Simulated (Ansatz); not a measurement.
The parent structure is Si (space group Ia-3, No. 206; a = 6.602 Å). Axes: x, y, z lie along the cube axes.

The values are results of Ansatz (a first-principles code) PBEsol, spin-orbit coupling left out, not measurements.

Strains are applied to the cell and any free atomic positions relax; under biaxial strain the out-of-plane vector relaxes too.

One change was made to it. Results:

| quantity | base | after |
|---|---|---|
| pressure (mean of the normal stresses, compression positive) | 0.0 GPa | -2.9 GPa |
| energy relative to the base (free energy F) | 0 meV/atom | +12 meV/atom |
| shortest interatomic distance | 2.340 Å | 2.348 Å |

### Question
What was done to the base?
A. biaxial strain +0.99 %, plane normal [001], relaxed out of plane
B. tensor shear ε_xy = −2.04 %
C. isotropic strain +2.63 %
D. biaxial strain +2.39 %, plane normal [001], relaxed out of plane

### Answer
D, biaxial strain +2.39 %, plane normal [001], relaxed out of plane. For comparison, the energy relative to the base in the other runs: isotropic strain +2.63 % gives +29 meV/atom; tensor shear ε_xy = −2.04 % gives +5.8 meV/atom; biaxial strain +0.99 %, plane normal [001], relaxed out of plane gives +2.1 meV/atom.

Whether these cells are dynamically stable was not tested. This is not the structure that Si has at room temperature and ambient pressure.
